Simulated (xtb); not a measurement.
xtb 6.7.1, GFN2-xTB: Al(Cl)(OEt)2 (CC[O][Al]([Cl])[O]CC), 18 atoms. The geometry is a generated start, not checked to be a minimum at this level.

```
Quantity                                                                                                        Value
------------------------  -------------------------------------------------------------------------------------------
method                                                                                                       GFN2-xTB
--acc                                                                                                     1 (default)
--etemp (K)                                                                                             300 (default)
detailed input (--input)  none: ANC optimiser, Lindh (1995) Hessian, microcycle=20, maxdispl=1.0, hlow=0.01 (default)
basis functions                                                                                                    54
valence electrons                                                                                                  48
```

```xyz
18

Al     0.2327     1.2707     0.2714
Cl     0.1821     3.2940     0.1352
O     -0.2612     0.3123    -0.9737
C     -0.8304    -0.1812    -2.1504
C     -1.7695     0.8338    -2.7873
H     -0.0229    -0.4316    -2.8483
H     -1.3816    -1.0994    -1.9104
H     -1.2214     1.7395    -3.0359
H     -2.2109     0.4204    -3.6903
H     -2.5613     1.0911    -2.0872
O      0.8271     0.6885     1.6959
C      1.2554    -0.2217     2.6665
C      1.2279    -1.6525     2.1517
H      2.2757     0.0527     2.9621
H      0.6013    -0.1245     3.5420
H      1.8629    -1.7345     1.2721
H      1.5816    -2.3386     2.9179
H      0.2125    -1.9191     1.8687
```

The structure is relaxed from this start with --opt LEVEL for the levels crude, sloppy, loose, lax, normal, tight, vtight, extreme, once each. Up to the end of the extreme run atoms move by at most 0.55 Å along an axis.

**Question.** Choose the cheapest level whose final energy lies within 1 meV of that of extreme.

**Answer.** vtight: 91 cycles against 94, ending 0.0057 meV above.

```tsv
level	cycles	energy above the extreme run (meV)	gradient norm (eV/Å)
crude	1	12	0.11
sloppy	1	12	0.11
loose	1	12	0.11
lax	1	12	0.11
normal	12	3.3	0.031
tight	22	2.3	0.012
vtight	91	under 0.01	0.0015
extreme	94	—	0.0016
```
